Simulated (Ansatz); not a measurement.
Take PbSe in the rock salt structure (space group Fm-3m, No. 225; a = 6.178 Å) as the base. Axes: x, y, z lie along the cube axes.

Level of theory: r2SCAN in Ansatz (plane waves to 500 eV, PAW, spin-orbit coupling left out).

Base values:

Band gap: 0.67 eV
Hole mass: 0.24 mₑ along k, 0.11 mₑ across (at L)

Now apply this change: a pure shear with ε_yz = ε_zy = 0.0221; the atoms relax in the strained cell.

Problem. Predict the new band gap, energy relative to the base, stress and hole mass.

Solution. The band gap shrinks by 0.223 eV, from 0.67 eV to 0.44 eV; the energy rises by 3.3 meV/atom; the stress (xx, yy, zz, yz, xz, xy; compression positive) amounts to (-0.04, 0.01, 0.01, -0.81, 0.00, 0.00) GPa; the hole mass becomes 0.22 mₑ along k, 0.11 mₑ across (at L) (base: 0.24 mₑ along k, 0.11 mₑ across (at L)).

Spin-orbit coupling, missing from the scalar runs, can matter with Pb. Masses are band curvatures over ±0.01 Å⁻¹ around the edge. Along k means along the line from Γ to the band edge. Stability against distortions was not tested.

Ansatz is a first-principles code.
